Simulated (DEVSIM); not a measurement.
System: Schottky contact on p-type Si, at 300 K.

| layer (left to right) | material | thickness (μm) | Na (cm⁻³) | τn (s) | τp (s) |
|---|---|---|---|---|---|
| 1 | Si | 8.50 | 2.2e16 | 3.4e-6 | 3.4e-6 |
| 2 | Si | 1.00 | 2.2e18 | 3.4e-6 | 3.4e-6 |

Left contact: Schottky, work function 4.754 eV, emission velocity 2.8e6 cm/s. Right contact: ohmic. Voltage is applied to the left contact. Recombination: SRH at mid-gap, Auger. Mobility is μmin + (μ − μmin)/(1 + (N/Nref)^α).

The device is made up for the run: typed textbook-type constants, with dimensions and the other settings drawn at random. Values at 300 K.

```tsv
parameter	Si
gap (eV)	1.124
affinity (eV)	4.05
permittivity	11.7
Nc (cm⁻³)	2.86e19
Nv (cm⁻³)	3.1e19
μn (cm²/Vs)	1417
μp (cm²/Vs)	470
μn,min	52
μp,min	45
Nref,n	9.7e16
Nref,p	2.2e17
αn	0.68
αp	0.72
Cn (cm⁶/s)	2.8e-31
Cp (cm⁶/s)	9.9e-32
```

DEVSIM, 1D drift-diffusion, Boltzmann statistics, complete ionisation; no tunnelling, impact ionisation, image-force lowering or self-heating. Metal contacts follow the ideal Schottky-Mott rule: no Fermi-level pinning, no interface dipoles.

Base results: dark forward voltage at 100 A/cm² (V) 0.184; potential step across the device at zero bias (V) 0.352.

**Question.** What follows from this one change: doping Na of layer 2 2.2e+18 → 6.6e+16 cm^-3?

**Answer.** dark forward voltage at 100 A/cm² little changed (0.186 V); potential step across the device at zero bias 0.352 → 0.261 V.

**Question.** What follows from this one change: thickness of layer 1 8.5 → 26 μm?

**Answer.** dark forward voltage at 100 A/cm² 0.184 → 0.305 V; potential step across the device at zero bias little changed (0.352 V).

**Question.** What follows from this one change: metal work function 4.754 → 4.704 eV?

**Answer.** dark forward voltage at 100 A/cm² 0.184 → 0.234 V; potential step across the device at zero bias 0.352 → 0.402 V.

**Question.** What follows from this one change: constant mobility in place of the doping-dependent one?

**Answer.** dark forward voltage at 100 A/cm² 0.184 → 0.174 V; potential step across the device at zero bias little changed (0.352 V).
